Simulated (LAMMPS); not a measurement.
Pressure dependence of Ta (bcc) at 4280 K, from the melt.

Computed with classical MD, pair style eam/alloy, file CuTa.eam.alloy, run in LAMMPS.

| P (GPa) | state | volume | coordination number | self-diffusion coefficient of Ta (not corrected for cell size) |
|---|---|---|---|---|
| 0 | liquid | 20.129 ± 0.003 Å³/atom | 13.2 (counted to 4.02 Å) | (6.69 ± 0.08) × 10^-5 cm²/s |
| 2 | liquid | 19.7539 ± 0.0008 Å³/atom | 13.4 (counted to 4.02 Å) | (6.7 ± 0.2) × 10^-5 cm²/s |
| 5 | liquid | 19.264 ± 0.003 Å³/atom | 13.6 (counted to 4.02 Å) | (6.1 ± 0.2) × 10^-5 cm²/s |

Caution (rows 2; 5): a run this short can hold a crystal over, or a liquid under, the potential's own melting point, which these runs don't give.

Estimate the isothermal bulk modulus at zero pressure. A parabola P(ln V) through the three points gives −dP/d ln V = 100 GPa at zero pressure.

States go by the mean squared displacement: a species diffuses where it passes 1.5 Å², still rises and gives D over 1e-6 cm²/s; a crystal has left its structure where atoms lie 0.35 Å off their sites on average or a cubic box changes its shape by 3 %, or the axial ratios of another lie 8 % off the starting cell's, which the potential's own relaxation can also do.

Errors of D are the spread over four groups of atoms in one short run; a floor of about 5 %, a picked value, is safer.

Uncertainties are statistical and leave out the potential's own error.
